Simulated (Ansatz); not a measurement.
The reference is BN in the h-BN type structure (space group P6_3/mmc, No. 194; a = 2.500 Å, c = 6.525 Å; layered, stacked along the Cartesian z axis). Axes: x lies along a and z along c of the hexagonal cell.

Method: r2SCAN+rVV10/PAW in Ansatz (an electronic-structure program), scalar-relativistic without spin-orbit coupling, earlier PAW set.

Strains are applied to the cell and any free atomic positions relax.

One change was made to it. Results:

```tsv
quantity	base	after
band gap	4.74 eV	4.72 eV
energy relative to the base (free energy F)	0 meV/atom	+0.2 meV/atom
```

Question: What was done to the base?
A) tensor shear ε_yz = +1.84 %
B) uniaxial strain ε_xx = −0.88 %
C) strain tensor (xx, yy, zz, yz, xz, xy) = (+0.44, +0.73, −2.27, −0.31, +0.60, −0.15) %

Answer: A, tensor shear ε_yz = +1.84 %. For comparison, the energy relative to the base in the other runs: strain tensor (xx, yy, zz, yz, xz, xy) = (+0.44, +0.73, −2.27, −0.31, +0.60, −0.15) % gives +2.9 meV/atom; uniaxial strain ε_xx = −0.88 % gives +2.0 meV/atom.

Whether these cells are dynamically stable was not tested.
